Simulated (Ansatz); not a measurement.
Consider Ir-vacancy pair (Ir on one host Ru site, one Ru site vacant) in hcp Ru, neutral cell. Calculation: PBE, PAW (plane waves to 420 eV; Ansatz, an electronic-structure program).

36-site cell at the relaxed PBE lattice, a 2×2×2 k-point mesh shifted by half a step along c, smearing 0.10 eV, spin-restricted, no finite-size correction. Static, classical nuclei. Spin-orbit coupling is left out. Forms of the defect that were not tried may lie lower.

Barriers: single points on a 4×4×4 k-point mesh shifted by half a step along c at the bands' geometries (they differ from the bands' own by up to 0.17 eV, and are uncertain by about as much).

Relaxed starting cell (atoms counted from 1):

```yaml
crystal:
  lattice:
    - [8.16420, 0.00000, 0.00000]
    - [-4.08210, 7.07041, 0.00000]
    - [0.00000, 0.00000, 8.58609]
  atoms:
    - { symbol: Ir, position: [0.10579, 0.22062, 0.12969] }
    - { symbol: Ru, position: [0.10494, 0.22010, 0.62589] }
    - { symbol: Ru, position: [0.10956, 0.55555, 0.12688] }
    - { symbol: Ru, position: [0.10950, 0.55477, 0.62813] }
    - { symbol: Ru, position: [0.10951, 0.88942, 0.12696] }
    - { symbol: Ru, position: [0.10954, 0.88995, 0.62822] }
    - { symbol: Ru, position: [0.44473, 0.22383, 0.12749] }
    - { symbol: Ru, position: [0.44428, 0.22368, 0.62742] }
    - { symbol: Ru, position: [0.44488, 0.55632, 0.12758] }
    - { symbol: Ru, position: [0.44409, 0.55555, 0.62752] }
    - { symbol: Ru, position: [0.44437, 0.88986, 0.12700] }
    - { symbol: Ru, position: [0.44447, 0.88989, 0.62829] }
    - { symbol: Ru, position: [0.77767, 0.22004, 0.12849] }
    - { symbol: Ru, position: [0.77849, 0.21989, 0.62635] }
    - { symbol: Ru, position: [0.77548, 0.55544, 0.12763] }
    - { symbol: Ru, position: [0.77548, 0.55529, 0.62766] }
    - { symbol: Ru, position: [0.77764, 0.89296, 0.12893] }
    - { symbol: Ru, position: [0.77839, 0.89356, 0.62702] }
    - { symbol: Ru, position: [0.22285, 0.11026, 0.37806] }
    - { symbol: Ru, position: [0.22064, 0.11158, 0.87650] }
    - { symbol: Ru, position: [0.22279, 0.44781, 0.37789] }
    - { symbol: Ru, position: [0.22061, 0.44425, 0.87634] }
    - { symbol: Ru, position: [0.22075, 0.77806, 0.37801] }
    - { symbol: Ru, position: [0.22091, 0.77810, 0.87750] }
    - { symbol: Ru, position: [0.55221, 0.11072, 0.37773] }
    - { symbol: Ru, position: [0.55573, 0.11219, 0.87753] }
    - { symbol: Ru, position: [0.55488, 0.44515, 0.37777] }
    - { symbol: Ru, position: [0.55470, 0.44496, 0.87726] }
    - { symbol: Ru, position: [0.55230, 0.77681, 0.37790] }
    - { symbol: Ru, position: [0.55571, 0.77876, 0.87752] }
    - { symbol: Ru, position: [0.88721, 0.11126, 0.87736] }
    - { symbol: Ru, position: [0.88844, 0.44725, 0.37773] }
    - { symbol: Ru, position: [0.88735, 0.44393, 0.87717] }
    - { symbol: Ru, position: [0.88837, 0.77650, 0.37793] }
    - { symbol: Ru, position: [0.88728, 0.77853, 0.87750] }
```

End state 1 differs by these moves (Å; atoms that move under 0.08 Å are left out):

```json
[
 {"atom": "1", "element": "Ir", "Δx": "-1.31", "Δy": "-0.76", "Δz": "2.11"}
]
```

What is the computed forward and backward barriers to end state 1 (PBE, PAW)?

forward 2.50 eV, backward 2.50 eV; at the saddle point atom 1 has neighbours 4 Ru at 2.50, 4 Ru at 3.01, 2 Ru at 3.25 Å. The saddle point's order was not checked, and it lies on a symmetry element of the cell, where a band can be held.
